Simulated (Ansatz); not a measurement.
CsCl-type NiAl was calculated with PBE0 (Ansatz, an electronic-structure program, PAW).

Numerical settings: plane-wave cutoff 460 eV, 10×10×10 k mesh, Fermi–Dirac smearing 0.05 eV, no spin polarisation, scalar-relativistic PAW data made under PBE.

Pressure at four volumes; x = ln(V/11.775 Å³). One pressure is withheld.

| V (Å³/atom) | x | P (GPa) |
|---|---|---|
| 11.143 | -0.0552 | 9.97 |
| 11.775 | 0.0000 | -0.67 |
| 12.023 | 0.0208 | -4.07 |
| 12.316 | 0.0449 | ? |

Problem. Pass a parabola P(x) through the three rows shown, estimate the bulk modulus and its pressure derivative near zero pressure, and predict the withheld pressure.

Solution. Slopes between the rows: (-0.67 − (9.97))/(0.0000 − (-0.0552)) = -192.75 and (-4.07 − (-0.67))/(0.0208 − (0.0000)) = -163.46 GPa. Their difference over the span 0.0760 is c = 29.29/0.0760 = 385.4 GPa, so P(x) = 9.97 + (-192.75)(x − (-0.0552)) + 385.4 (x − (-0.0552))(x − (0.0000)). At the middle row B = −dP/dx = −[-192.75 + 385.4 × 0.0552] = 171.5 GPa, and B′ = dB/dP = 2c/B = 4.5. At x = 0.0449 the parabola gives -7.59 GPa; the run gives -7.64 GPa. The Birch–Murnaghan fit to the energies at all volumes has B0 = 174 GPa and B′ = 4.2.

Measured, for comparison: bulk modulus 156 GPa (room temperature, not corrected to a static lattice; as tabulated in Yamada et al. (2019), arXiv:1910.09660). Computed less measured: bulk modulus +12 %.

Note: the run has no spin polarisation, so it can have missed a magnetic state.
